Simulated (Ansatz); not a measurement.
Ansatz (a first-principles code) run on TiTe2 (P3m1, 3 atoms in the cell): self-consistent single point.

Method: LDA (PW92), default PAW files made with PBE (plane waves; Ansatz).

```xyz
3
Lattice="3.8357 0.0000 0.0000 -1.9178 3.3218 0.0000 0.0000 0.0000 6.7384" Properties=species:S:1:pos:R:3 pbc="T T T"
Ti     0.0000     0.0000     0.0500
Te     1.9178     1.1073     5.0527
Te     0.0000     2.2145     1.6857
```

Reference input (self-consistent single point, DFT, LDA (PW92), plane waves, default PAW files made with PBE): basis.ecutwfc = 420 eV; kpoints.mp_grid.grid = 10 10 5; hamiltonian.xc = lda; hamiltonian.pseudopotentials = {kind: paw} (the program's default PAW files); scf.occupations.method = fermi_dirac; scf.occupations.width = 0.1 eV. This run's input differs from it in these lines:

Ansatz 0.2 input:
```diff
@@ -12,3 +12,3 @@
 kpoints:
-  mp_grid: { grid: [10, 10, 5] }
+  mp_grid: { grid: [6, 6, 3] }
 hamiltonian:
@@ -17,3 +17,3 @@
 scf:
-  occupations: { method: fermi_dirac, width: 0.1 eV }
+  occupations: { method: fermi_dirac, width: 0.02 eV }
 output:
```

Output, abridged:

```
SCF iter   1: F=—  HF=-16106.696604 eV  |F-HF|=—  |Δ(HF+E_count)|=         —  Δρ=5.62e-3  dr2=1.45e-2  ethr=1.77e-3  ⟨swp⟩=6.4  Hψ=2111  notcnv=0
all-band conjugate gradients solve this SCF's bands
preconditioner: auto → LDOS
SCF iter   2: F=—  HF=-16106.695066 eV  |F-HF|=—  |Δ(HF+E_count)|=   1.54e-3  Δρ=4.39e-3  dr2=2.34e-2  ethr=3.30e-5  ⟨swp⟩=3.0  Hψ=1124  notcnv=0  defer=5
   [... lines left out ...]
SCF iter   4: F=—  HF=-16106.691687 eV  |F-HF|=—  |Δ(HF+E_count)|=   5.60e-4  Δρ=5.23e-4  dr2=2.85e-4  ethr=1.23e-5  ⟨swp⟩=2.0  Hψ=542  notcnv=0  defer=5
SCF iter   5: F=—  HF=-16106.691633 eV  |F-HF|=—  |Δ(HF+E_count)|=   5.44e-5  Δρ=6.11e-5  dr2=4.47e-6  ethr=6.47e-7  ⟨swp⟩=3.0  Hψ=842  notcnv=0  defer=5
SCF iter   6: F=—  HF=-16106.691631 eV  |F-HF|=—  |Δ(HF+E_count)|=   2.31e-6  Δρ=1.01e-5  dr2=6.57e-8  ethr=2.27e-10  ⟨swp⟩=6.6  Hψ=2176  notcnv=0
SCF iter   7: F=-16106.691631 eV  HF=-16106.691631 eV  |F-HF|=2.78e-9  |Δ(HF+E_count)|=   1.01e-8  Δρ=2.45e-6  dr2=5.63e-9  ethr=1.49e-10  ⟨swp⟩=2.9  Hψ=1735  notcnv=0
SCF 1 converged in 7 iterations: F = -16106.691631 eV  dr2 = 5.63e-9
Free energy (F): -16106.691631 eV
Internal energy: -16106.689440 eV  (E = F + TS)
E sigma→0 (E₀):  -16106.690535 eV
Entropy (-TS):   -0.002191 eV (-0.730 meV/atom)
Fermi energy:    8.932939 eV
--- Forces (eV/Å), atoms counted from 1 ---
  atom   1  Ti     0.00000000     0.00000000    -0.48569451
  atom   2  Te    -0.00000000    -0.00000000     0.54996699
  atom   3  Te    -0.00000000     0.00000000    -0.06426759
--- Stress (GPa, compression-positive) ---
       -5.292224      -0.000000       0.000000
       -0.000000      -5.292224      -0.000000
        0.000000      -0.000000      -4.799134
  P = ⅓ Tr σ = -5.1279 GPa (-51.279 kbar)
  The stress holds the Pulay correction. Without it, at fixed plane waves, as pw.x and ABINIT print it: P = -5.1631 GPa
```

The run converged in 7 iterations. Against the reference run the free energy goes up by 9.4 meV/atom, the pressure goes from -4.95 to -5.13 GPa and the largest force goes from 0.460 to 0.550 eV/Å.

The starting cell comes from a database of computed structures (which also holds hypothetical and non-ambient phases and stackings), without a prior relaxation at this level. Its lattice was rescaled by up to half a per cent. One atom was moved a little off its site on purpose. Spin-orbit coupling is off. Spin polarisation is off, so a magnetic state, if there is one, cannot be reached. With a pressure of about -5 GPa the cell is away from its equilibrium volume at this level. Ansatz's pressure includes its estimate of the finite-basis (Pulay) stress.
